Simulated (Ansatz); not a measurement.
A one-dimensional Si body, 16 atoms a period, stretched and compressed along its axis from its relaxed period of 3.853 Å, atoms relaxed at each length.

```xyz
16
Lattice="36.0000 0.0000 0.0000 0.0000 11.5000 0.0000 0.0000 0.0000 3.8534" Properties=species:S:1:pos:R:3 pbc="T T T"
Si     6.7484     6.0395     0.0000
Si     5.6642     5.3559     1.9267
Si    10.1766     5.9830     1.9267
Si     9.0038     5.7119     0.0000
Si    13.5355     5.9516     0.0000
Si    12.4034     5.5343     1.9267
Si    16.8820     5.9658     1.9267
Si    15.7651     5.4898     0.0000
Si    20.2349     6.0102     0.0000
Si    19.1180     5.5342     1.9267
Si    23.5966     5.9657     1.9267
Si    22.4645     5.5484     0.0000
Si    26.9962     5.7881     0.0000
Si    25.8234     5.5170     1.9267
Si    30.3358     6.1441     1.9267
Si    29.2516     5.4605     0.0000
```

Method: PBE (plane waves to 420 eV, PAW; Ansatz, an electronic-structure program). Mesh 1×1×16. No spin polarisation. Periodic along z alone, with about 11 Å of vacuum beside it. A hypothetical model. Symmetry and one short period hold its shape; lower forms weren't sought. Buckling under compression is shut out by symmetry and the short period. Energies are free energies at a Fermi–Dirac width of 0.05 eV, from the unstrained cell.

```tsv
strain (%)	energy (meV a period)	axial force (nN)
-3.0	+177	-4.97
-1.5	+43	-2.44
0.0	0	+0.03
+1.5	+44	+2.40
+3.0	+172	+4.65
+6.0	+657	+8.69
```

The slope of the force at zero strain is 160 nN.
